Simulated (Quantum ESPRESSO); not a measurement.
Quantum ESPRESSO is run on HoSb (Fm-3m, 2 atoms in the cell), and the run fails. The aim is a self-consistent single point with DFT, PBEsol, plane waves, SSSP 1.1.2 efficiency (PBE) pseudopotentials.

Input:

```fortran
&CONTROL
  calculation = 'scf',
  prefix = 'run',
  outdir = './tmp/',
  pseudo_dir = './',
  tprnfor = .true.,
  tstress = .true.,
/
&SYSTEM
  ibrav = 0,
  celldm(1) = 8.2335788282,
  nat = 2,
  ntyp = 2,
  ecutwfc = 50,
  ecutrho = 400,
  occupations = 'smearing',
  smearing = 'gaussian',
  degauss = 0.0073499,
  nspin = 2,
  starting_magnetization(1) = 0.190,
  tot_magnetization = 38,
  input_dft = 'pbesol',
/
&ELECTRONS
  conv_thr = 1.0d-9,
  mixing_beta = 0.3,
/
ATOMIC_SPECIES
Ho   164.9303  Ho.GGA-PBE-paw-v1.0.UPF
Sb   121.7600  sb_pbe_v1.4.uspp.F.UPF
ATOMIC_POSITIONS {alat}
Ho    0.0000000000    0.0000000000    0.0000000000
Sb    0.7071067812    0.7071067812    0.7071067812
K_POINTS {automatic}
9 9 9  0 0 0
CELL_PARAMETERS {alat}
   0.0000000000     0.7071067812     0.7071067812
   0.7071067812     0.0000000000     0.7071067812
   0.7071067812     0.7071067812     0.0000000000
```

Output, abridged:

```
     Self-consistent Calculation

     iteration #  1     ecut=    50.00 Ry     beta= 0.30

 %%%%%%%%%%%%%%%%%%%%%%%%%%%%%%%%%%%%%%%%%%%%%%%%%%%%%%%%%%%%%%%%%%%%%%%%%%%%%%
     Error in routine efermig (1):
     internal error, cannot bracket Ef
 %%%%%%%%%%%%%%%%%%%%%%%%%%%%%%%%%%%%%%%%%%%%%%%%%%%%%%%%%%%%%%%%%%%%%%%%%%%%%%

     stopping ...
```

**Question.** From the messages shown, name the fault and mend the input.

**Answer.** The fault is a total moment larger than the electron count allows. The moment is the difference of the two channels' electron counts and cannot exceed the total. To fix it, give a possible moment, or leave it free. The program stopped with an error at about iteration 1.

An input that runs soundly differs in these lines (not the only fix; some lines may just follow from the change or write a value another way):
```diff
-  tot_magnetization = 38,
```

With that input, the run converged in 29 iterations: free energy E − TS -13689.4655 eV; Fermi level (on the code's own zero) 11.29 eV; pressure -1.25 GPa; size of the cell's spin moment 3.78 μB; site moments (μB, in the program's spheres or projections) Ho 3.68, Sb 0.03 (DFT, PBEsol, plane waves, SSSP 1.1.2 efficiency (PBE) pseudopotentials).

On the sound input: the starting cell comes from a database of computed structures (which also holds hypothetical and non-ambient phases and stackings), without a prior relaxation at this level. With one magnetic atom in the cell only a parallel order is possible. With U or open f shells several self-consistent states can exist. The f electrons are in the valence without U or exact exchange, which can misplace them near the Fermi level. Spin-orbit terms, which matter for f shells, are left out.
